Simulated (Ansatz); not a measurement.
An Ansatz (a quantum-chemistry and plane-wave program) run: hypothetical CsCl type TlAs with a change (pressure −2 GPa); PBEsol, PAW, 420 eV (Ansatz; no spin-orbit coupling).

Input:

Ansatz 0.2 input:
```yaml
crystal:
  lattice:
    - [3.6211379877, 0, 0]
    - [0, 3.6211379877, 0]
    - [0, 0, 3.6211379877]
  atoms:
    - { symbol: Tl, position: [0, 0, 0] }
    - { symbol: As, position: [0.5, 0.5, 0.5] }
basis: { ecutwfc: 420, ecutrho_ratio: 4, xc_grid: 2, fft_grid_basis: typed }
kpoints: { mp_grid: { grid: [13, 13, 13] } }
hamiltonian:
  xc: pbesol
  dispersion: none
  pseudopotentials: { kind: paw }
scf: { occupations: { method: fermi_dirac, width: 0.05 } }
relax: { f_tol: 0.01, max_steps: 60, cell: { stress_tol: 0.02, p_target: -2.0 } }
output: { forces: true, stress: true }
checkpoint: { write: state.ck, write_every: 1000 }
```

Output (explanatory and most iteration lines left out):

```
Relaxation: its limit of steps is 60 (relax.max_steps)
Pseudopotential: Tl, paw, valence charge 13
Pseudopotential: As, paw, valence charge 15
Crystal: 2 atoms, lattice volume = 47.483 Å³
Basis set: ecut = 420 eV, 925 PW (Γ), exchange–correlation on 50×50×50 points (8 copies of the dense FFT grid, shifted against one another)
Bands: 18, of which v1, the nominal top of the filled ones, is band 14 counted from 1 (13 counted from 0)
Symmetry: 48 space group operations
Space group: Pm-3m (ITA 221), of the structure as read, at distance tolerance 3.6e-5 Å
k-points: 84 of 2197
Functional: x = pbesol(κ = 0.804, μ = 0.12345679012345678), c = pbesol(β = 0.046)
SCF iter   1: F=—  HF=-16108.087438 eV  |F-HF|=—  |Δ(HF+E_count)|=         —  Δρ=1.99e-3  dr2=3.05e-3  ethr=1.77e-3  ⟨swp⟩=6.0  Hψ=7432  notcnv=0
SCF iter   2: F=—  HF=-16108.085246 eV  |F-HF|=—  |Δ(HF+E_count)|=   2.19e-3  Δρ=9.93e-4  dr2=8.09e-4  ethr=1.09e-5  ⟨swp⟩=2.2  Hψ=2745  notcnv=0
SCF 1 converged in 6 iterations: F = -16108.084989 eV  dr2 = 3.08e-8
relax step   1: F+E_penalty+E_count = -16108.08498887 eV  Δ(F+E_penalty+E_count) = +0.000e0 eV  max|allowed force component| = 1.315e-29 eV/Å  Δτ_max = 0.0000 Å  P = -1.009 GPa  Ω = 47.483 Å³  (6 SCF iters, dr2 threshold 1.00e-7 eV, accepted)
[... steps on the carried basis left out ...]
relax step   4: F+E_penalty+E_count = -16108.07603425 eV  Δ(F+E_penalty+E_count) = -2.198e-4 eV  max|allowed force component| = 2.196e-32 eV/Å  Δτ_max = 0.0000 Å  P = -2.006 GPa  Ω = 48.428 Å³  stress off target by 6.08e-3 GPa  SCF on the basis re-selected at this cell (its energy is not comparable with the rows above)  (6 SCF iters)
SCF converged after 6 iterations
Free energy (F): -16108.076034 eV
Internal energy: -16108.063789 eV  (E = F + TS)
E sigma→0 (E₀):  -16108.069912 eV
Entropy (-TS):   -0.012245 eV (-6.123 meV/atom)
Fermi energy:    10.454513 eV
--- Forces (eV/Å), atoms counted from 1 ---
  atom   1  Tl    -0.00000000    -0.00000000    -0.00000000
  atom   2  As    -0.00000000     0.00000000    -0.00000000
--- Stress (GPa, compression-positive) ---
       -2.006081      -0.000000      -0.000000
       -0.000000      -2.006081       0.000000
       -0.000000       0.000000      -2.006081
  P = ⅓ Tr σ = -2.0061 GPa (-20.061 kbar)
--- Relaxed structure (3 steps of the walk, 3 accepted, 1 SCFs on fresh bases) ---
  cell:  # Å, volume = 48.4277 Å³
    - [3.6450041705504805, -6.419766481290785e-35, 2.5679065925163143e-34]
    - [-3.209883240645393e-34, 3.6450041705504805, -6.419766481290786e-35]
    - [2.5679065925163143e-34, -6.419766481290786e-35, 3.6450041705504805]
  atoms:
    - { symbol: Tl, position: [-3.4570747320423362e-34, -1.7728588369450925e-35, -8.864294184723446e-36] }
    - { symbol: As, position: [0.5, 0.5, 0.5] }
```

Load acts through the strain it causes; cell and atoms are relaxed under it. No phonon test of stability was made. All final runs are without spin polarisation. The cell was made from TlAs in the CsCl type structure (space group Pm-3m, No. 221; a hypothetical phase, not in the database extracts checked) by this change: pressure −2 GPa.
